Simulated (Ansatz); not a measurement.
The starting structures come from a database of crystals and need not be the phases stable at ambient conditions.

Tunnelling through a barrier is set by its complex band structure: the current falls as exp(−2κd) with the smallest κ.

Data:

```
CELL_PARAMETERS angstrom
      6.45582     0.00000     0.00000
      0.00000     8.16716     0.02058
      3.22791    -3.91316     4.42558
ATOMIC_POSITIONS crystal
  W  0.20580 0.00000 0.00000
  W  0.79420 0.00000 0.00000
  Cl 0.68366 0.84553 0.63269
  Cl 0.31634 0.15447 0.36731
  Cl 0.21947 0.81565 0.56106
  Cl 0.78053 0.18435 0.43894
  Cl 0.26606 0.69491 0.94443
  Cl 0.73394 0.30509 0.05557
  Cl 0.21049 0.30509 0.05557
  Cl 0.78951 0.69491 0.94443
```

Space group of this cell: C2/m. The cell was relaxed by PBE-D3(BJ).

Transport runs along the normal of the first two printed cell vectors.

No gap correction and no spin-orbit coupling; mid-gap values are interpolated between computed energies.

Problem. Estimate the band gap and the smallest decay constant κ at mid-gap that Ansatz (a program for electronic structure) with r2SCAN returns for this system.

Solution. Gap 0.35 eV on a 8×6×8 mesh; κ = 0.242 1/Å, at (0.333, 0.000) of the in-plane reciprocal vectors. At the zone centre, at the nearest computed energy, the slowest state has κ = 0.28 1/Å.
